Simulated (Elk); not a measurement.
Worked example: self-consistent single point of AuAl₂ (Fm-3m, 3 atoms in the cell) in Elk

Method of the run: PBE, all-electron FP-LAPW, Elk's shipped species files, LAPW+lo basis (Elk).

This input was run:

```
tasks
  0

xctype
  20

rgkmax
  7.5

gmaxvr
  16.0

nxoapwlo
  1

stype
  0

swidth
  0.00183747

scale
  7.841045507

avec
    0.0000000000    0.7071067812    0.7071067812
    0.7071067812    0.0000000000    0.7071067812
    0.7071067812    0.7071067812    0.0000000000

sppath
  './'

atoms
  2   : nspecies
  'Al.in'   : spfname
  2   : natoms; atposl, bfcmt below
  0.2500000000  0.2500000000  0.2500000000    0.0 0.0 0.0
  0.7500000000  0.7500000000  0.7500000000    0.0 0.0 0.0
  'Au.in'   : spfname
  1   : natoms; atposl, bfcmt below
  0.0000000000  0.0000000000  0.0000000000    0.0 0.0 0.0

ngridk
  13 13 13
```

Output, abridged:

```
│ Elk code version 10.2.4 │

All units are atomic (Hartree, Bohr, etc.)

│ Ground-state run starting from atomic densities │

Lattice vectors :
   0.000000000       5.544456450       5.544456450
   5.544456450       0.000000000       5.544456450
   5.544456450       5.544456450       0.000000000

Unit cell volume      :    340.8842418
Brillouin zone volume :   0.7276669997

Muffin-tin inner radius fraction :   0.1000000000E-01

Nuclei treated as point charges

Species :    1 (Al)
 parameters loaded from : Al.in
 name : aluminium
 nuclear charge    :   -13.00000000
 electronic charge :    13.00000000
 atomic mass :    49184.33492
 muffin-tin radius :    2.090721660
 number of radial points in muffin-tin :    397
 atomic positions (lattice), magnetic fields (Cartesian) :
   1 :   0.25000000  0.25000000  0.25000000    0.00000000  0.00000000  0.00000000
   2 :  -0.25000000 -0.25000000 -0.25000000    0.00000000  0.00000000  0.00000000

Species :    2 (Au)
 parameters loaded from : Au.in
 name : gold
 nuclear charge    :   -79.00000000
 electronic charge :    79.00000000
 atomic mass :    359048.0559
 muffin-tin radius :    2.660918476
 number of radial points in muffin-tin :    697
 atomic positions (lattice), magnetic fields (Cartesian) :
   1 :   0.00000000  0.00000000  0.00000000    0.00000000  0.00000000  0.00000000

Total number of atoms per unit cell :    3

Spin treatment :
 spin-unpolarised

Number of Bravais lattice symmetries :   48
Number of crystal symmetries         :   48
Crystal has inversion symmetry
Real symmetric eigensolver will be used

k-point grid :     13    13    13
k-point offset :    0.000000000       0.000000000       0.000000000
k-point set is reduced with full crystal symmetry group
Total number of k-points :       84

Muffin-tin radius times maximum |G+k| :    7.500000000
 using average radius
Maximum |G+k| for APW functions       :    3.288338248
Maximum (1/2)|G+k|²                   :    5.406584218
Maximum |G| for potential and density :    16.00000000
 potential will be trimmed for |G| > 2 gkmax
Constant for pseudocharge density :   11
Radial integration step length :    4

G-vector grid sizes :     40    40    40
Number of G-vectors :    23505

Maximum angular momentum used for
 APW functions                      :    8
 outer part of muffin-tin           :    6
 inner part of muffin-tin           :    1

Total nuclear charge    :   -105.0000000
Total core charge       :    56.00000000
Total valence charge    :    49.00000000
Total excess charge     :    0.000000000
Total electronic charge :    105.0000000

Effective Wigner radius, rₛ :   0.9185645321

Number of empty states         :   12
Total number of valence states :   37
Total number of core states    :   56

Total number of local-orbitals :   45

Exchange-correlation functional :     20     0     0
 Perdew-Burke-Ernzerhof, Phys. Rev. Lett. 77, 3865 (1996)
 gradient requirement :    1
 generalised gradient approximation (GGA)

Smearing type :    0
 Gaussian
Smearing width :   0.1837470000E-02
Effective electronic temperature (K) :    580.2271348

Mixing type :    3
 Broyden mixing, J. Phys. A: Math. Gen. 17, L317 (1984)

Kohn-Sham potential initialised from atomic data

│ Self-consistent loop started │
│ Loop number : 1 │
 total energy                :     -19500.9594504
│ Loop number : 2 │
 total energy                :     -19502.4857876
RMS change in Kohn-Sham potential (target) :   0.6565944678     (  0.1000000000E-05)
Absolute change in total energy (target)   :    1.526337274     (  0.1000000000E-03)
│ Loop number : 3 │
 total energy                :     -19502.4862922
RMS change in Kohn-Sham potential (target) :   0.6441779640     (  0.1000000000E-05)
Absolute change in total energy (target)   :   0.3820888689     (  0.1000000000E-03)
│ Loop number : 4 │
 total energy                :     -19519.1409938
RMS change in Kohn-Sham potential (target) :   0.2766882062     (  0.1000000000E-05)
Absolute change in total energy (target)   :    16.75022380     (  0.1000000000E-03)
│ Loop number : 5 │
 total energy                :     -19528.7560390
RMS change in Kohn-Sham potential (target) :   0.8744396490E-01 (  0.1000000000E-05)
Absolute change in total energy (target)   :    13.80260119     (  0.1000000000E-03)
│ Loop number : 6 │
 total energy                :     -19532.5611887
RMS change in Kohn-Sham potential (target) :   0.2194642105E-01 (  0.1000000000E-05)
Absolute change in total energy (target)   :    7.255800028     (  0.1000000000E-03)
│ Loop number : 7 │
 total energy                :     -19533.7965862
RMS change in Kohn-Sham potential (target) :   0.1583610580E-02 (  0.1000000000E-05)
Absolute change in total energy (target)   :    3.049347436     (  0.1000000000E-03)
│ Loop number : 8 │
 total energy                :     -19533.8290715
RMS change in Kohn-Sham potential (target) :   0.8564733149E-03 (  0.1000000000E-05)
Absolute change in total energy (target)   :   0.7948221645     (  0.1000000000E-03)
│ Loop number : 9 │
 total energy                :     -19533.7585409
RMS change in Kohn-Sham potential (target) :   0.3019930937E-03 (  0.1000000000E-05)
Absolute change in total energy (target)   :   0.1281750066     (  0.1000000000E-03)
│ Loop number : 10 │
 total energy                :     -19533.7828143
RMS change in Kohn-Sham potential (target) :   0.5744819269E-04 (  0.1000000000E-05)
Absolute change in total energy (target)   :   0.5631714493E-01 (  0.1000000000E-03)
│ Loop number : 11 │
 total energy                :     -19533.7907135
RMS change in Kohn-Sham potential (target) :   0.1033859947E-04 (  0.1000000000E-05)
Absolute change in total energy (target)   :   0.2197849085E-01 (  0.1000000000E-03)
│ Loop number : 12 │
 total energy                :     -19533.7906313
RMS change in Kohn-Sham potential (target) :   0.7119025269E-05 (  0.1000000000E-05)
Absolute change in total energy (target)   :   0.5412347200E-02 (  0.1000000000E-03)
│ Loop number : 13 │
 total energy                :     -19533.7897386
RMS change in Kohn-Sham potential (target) :   0.1844513946E-05 (  0.1000000000E-05)
Absolute change in total energy (target)   :   0.4604335736E-03 (  0.1000000000E-03)
│ Loop number : 14 │
 total energy                :     -19533.7897775
RMS change in Kohn-Sham potential (target) :   0.5170026426E-06 (  0.1000000000E-05)
Absolute change in total energy (target)   :   0.1539980767E-03 (  0.1000000000E-03)
│ Loop number : 15 │
 total energy                :     -19533.7897630
RMS change in Kohn-Sham potential (target) :   0.1085164685E-06 (  0.1000000000E-05)
Absolute change in total energy (target)   :   0.2398966171E-04 (  0.1000000000E-03)
Convergence targets achieved

│ Loop number : 16 │

Energies :
 Fermi                       :     0.310800581373
 sum of eigenvalues          :     -11980.3621611
 electron kinetic            :      22374.2608693
 core electron kinetic       :      21365.8330557
 Coulomb                     :     -41505.0178367
 Coulomb potential           :     -33828.0127548
 nuclear-nuclear             :     -1291.45480693
 electron-nuclear            :     -46599.1133048
 Hartree                     :      6385.55027497
 Madelung                    :     -24591.0114593
 xc potential                :     -526.610275532
 exchange                    :     -397.188826518
 correlation                 :     -5.84396711034
 total energy                :     -19533.7897611

Density of states at Fermi energy :    20.34450313
 (states/Hartree/unit cell)

Estimated indirect band gap :   0.1772201612E-02
 from k-point      3 to k-point     13
Estimated direct band gap   :   0.1266440517E-01
 at k-point     22

Charges :
 core                        :    56.00000000
 valence                     :    49.00000000
 interstitial                :    4.422499913
 muffin-tins (core leakage)
  species :    1 (Al)
   atom    1                 :    11.07179043     (  0.8496466653E-03)
   atom    2                 :    11.07179043     (  0.8496466653E-03)
  species :    2 (Au)
   atom    1                 :    78.43391922     (  0.2118256098E-03)
 total in muffin-tins        :    100.5775001
 total calculated charge     :    104.9790594
 total charge                :    105.0000000
 error                       :   0.2094061745E-01

│ Self-consistent loop stopped │
```

The run converged in 16 iterations. The count includes the last loop, which Elk runs after its targets are met.

The starting cell has typed, rounded lattice constants, without a prior relaxation at this level. Its lattice was rescaled by a random factor within 2.5 % of one. Spin-orbit coupling is off. Values depend on the basis (sphere radii, cutoffs, local orbitals), which need not be converged. The log's line on a gap gives a spacing of levels on this mesh, which the program prints for metals too.

Cost on one core of a shared machine: roughly 70 s.
